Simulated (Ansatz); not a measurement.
Point defects in Sn

Consider an 8-atom supercell of Sn (space group I4_1/amd, No. 141; a = 5.947 Å, c = 3.212 Å) at its relaxed geometry.

One neutral defect a cell, atoms relaxed at fixed cell.

Calculations: Kohn–Sham DFT with the PBE functional, run in Ansatz (a first-principles code) with PAW and 420 eV plane waves, scalar-relativistic without spin-orbit coupling.

```tsv
case	largest displacement of a host atom from its site in the perfect cell	pressure
perfect supercell	–	0.1 GPa
Li interstitial (started 1.96 Å from the nearest host atom)	…	4.5 GPa
Ru on a Sn site, symmetric start	0.44 Å	-3.1 GPa
Zn on a Sn site	0.20 Å	-2.3 GPa
Li interstitial (started 2.13 Å from the nearest host atom), symmetric start	0.53 Å	4.5 GPa
Ir on a Sn site, symmetric start	0.45 Å	-3.0 GPa
```

**Question.** What belongs in the blanks?

**Answer.** 
- Li interstitial (started 1.96 Å from the nearest host atom), largest displacement of a host atom from its site in the perfect cell: 0.51 Å

The cell is small, so the values are those of an ordered compound at a high defect concentration; dilute-limit values will differ. Defects with a symmetric start kept the site's symmetry and may sit on a saddle; the others started slightly shaken. The final runs are not spin-polarised.
